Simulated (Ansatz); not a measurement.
A computed series for MgS: response to strain

Consider MgS in the rock salt structure (space group Fm-3m, No. 225; a = 5.203 Å). Axes: x, y, z lie along the cube axes.

Strains are applied to the cell and any free atomic positions relax; under biaxial strain the out-of-plane vector relaxes too.

Computed with Ansatz (a first-principles code), r2SCAN, PAW, cutoff 500 eV, without spin-orbit coupling.

Notes on the quantities. in-plane stress: mean in-plane stress (compression positive); energy relative to the base: free energy F.

| change | in-plane stress | electron mass | volume per atom | energy relative to the base |
|---|---|---|---|---|
| base | – | 0.53 mₑ along k, 0.31 mₑ across (at X) | 17.61 Å³ | 0 meV/atom |
| biaxial strain +0.50 %, plane normal [001], relaxed out of plane | -0.8 GPa | 0.52 mₑ along k, 0.31 mₑ across (at X) | 17.73 Å³ | +0.5 meV/atom |
| biaxial strain +1.00 %, plane normal [001], relaxed out of plane | -1.6 GPa | 0.51 mₑ along k, 0.31 mₑ across (at X) | 17.86 Å³ | +1.8 meV/atom |
| biaxial strain +1.50 %, plane normal [001], relaxed out of plane | -2.3 GPa | 0.50 mₑ along k, 0.31 mₑ across (at X) | 17.99 Å³ | +3.9 meV/atom |
| biaxial strain +2.00 %, plane normal [001], relaxed out of plane | -3.0 GPa | 0.49 mₑ along k, 0.32 mₑ across (at X) | 18.11 Å³ | +6.9 meV/atom |
| biaxial strain +2.50 %, plane normal [001], relaxed out of plane | -3.6 GPa | 0.48 mₑ along k, 0.32 mₑ across (at X) | 18.24 Å³ | +11 meV/atom |
| biaxial strain +3.00 %, plane normal [001], relaxed out of plane | -4.2 GPa | 0.46 mₑ along k, 0.32 mₑ across (at X) | 18.37 Å³ | +15 meV/atom |

The levels and masses belong to the bands next to the band gap. Masses are band curvatures over ±0.01 Å⁻¹ around the edge. Along k means along the line from Γ to the band edge. Stability against distortions was not tested.
